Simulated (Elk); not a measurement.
A self-consistent single point of CuPdO₂ (Pmmm, 4 atoms in the cell) with Elk.

Level of theory: PBEsol, all-electron FP-LAPW, Elk's shipped species files, APW+lo basis with extra local orbitals (Elk).

```xyz
4
Lattice="2.9369 0.0000 0.0000 0.0000 3.0199 0.0000 0.0000 0.0000 5.2651" Properties=species:S:1:pos:R:3 pbc="T T T"
Cu     1.4684     1.5099     2.6325
Pd     0.0000     0.0000     0.0000
O      0.0000     1.5099     3.8987
O      0.0000     1.5099     1.3663
```

Reference input (self-consistent single point, DFT, LDA (PW92), all-electron FP-LAPW, Elk's shipped species files, APW+lo basis with extra local orbitals): rgkmax = 7.5; stype = 0; swidth = 0.00183747 Ha; ngridk = 11 11 6; gmaxvr = 16 1/bohr; nxlo = 2; lorbcnd = true; lmaxi = 3; maxscl = 100. This run's input differs from it in these lines:

```diff
@@ -2,2 +2,5 @@
   0
+
+xctype
+  22
```

Output (repeated stretches shortened):

```
│ Self-consistent loop started │
│ Loop number : 1 │
 total energy                :     -6814.38656514
│ Loop number : 2 │
 total energy                :     -6816.09609492
RMS change in Kohn-Sham potential (target) :    1.312134713     (  0.1000000000E-05)
Absolute change in total energy (target)   :    1.709529784     (  0.1000000000E-03)
│ Loop number : 3 │
 total energy                :     -6816.18749544
RMS change in Kohn-Sham potential (target) :    1.317849569     (  0.1000000000E-05)
Absolute change in total energy (target)   :   0.5187829647     (  0.1000000000E-03)
│ Loop number : 4 │
   [... lines left out ...]
Absolute change in total energy (target)   :   0.6767225314E-03 (  0.1000000000E-03)
│ Loop number : 20 │
 total energy                :     -6848.39009935
RMS change in Kohn-Sham potential (target) :   0.1414486485E-05 (  0.1000000000E-05)
Absolute change in total energy (target)   :   0.1587664337E-03 (  0.1000000000E-03)
│ Loop number : 21 │
 total energy                :     -6848.39012910
RMS change in Kohn-Sham potential (target) :   0.3570410212E-06 (  0.1000000000E-05)
Absolute change in total energy (target)   :   0.9942543329E-05 (  0.1000000000E-03)
Convergence targets achieved

│ Loop number : 22 │

Energies :
 Fermi                       :     0.255357879343
 total energy                :     -6848.39013269

Density of states at Fermi energy :    80.45320483
 (states/Hartree/unit cell)

Estimated indirect band gap :   0.3453333450E-03
 from k-point     40 to k-point    144
Estimated direct band gap   :   0.1355887338E-01
 at k-point     96

Charges :
 core                        :    44.00000000
 valence                     :    47.00000000
 interstitial                :    6.116510117
 muffin-tins (core leakage)
  species :    1 (Cu)
   atom    1                 :    27.81626427     (  0.5140823755E-03)
  species :    2 (Pd)
   atom    1                 :    44.07807112     (  0.1245342602E-06)
  species :    3 (O)
   atom    1                 :    6.494577250     (  0.9720949532E-06)
   atom    2                 :    6.494577250     (  0.9720949532E-06)
 total in muffin-tins        :    84.88348988
 total calculated charge     :    91.00776881
 total charge                :    91.00000000
 error                       :   0.7768809351E-02

│ Self-consistent loop stopped │
```

The run converged in 22 iterations. The count includes the last loop, which Elk runs after its targets are met. 

The starting cell comes from a database of computed structures (which also holds hypothetical and non-ambient phases and stackings), without a prior relaxation at this level. Spin polarisation is off, so a magnetic state, if there is one, cannot be reached. Values depend on the basis (sphere radii, cutoffs, local orbitals), which need not be converged. The log's line on a gap gives a spacing of levels on this mesh, which the program prints for metals too.

Cost on one core of a shared machine: roughly 6 min.
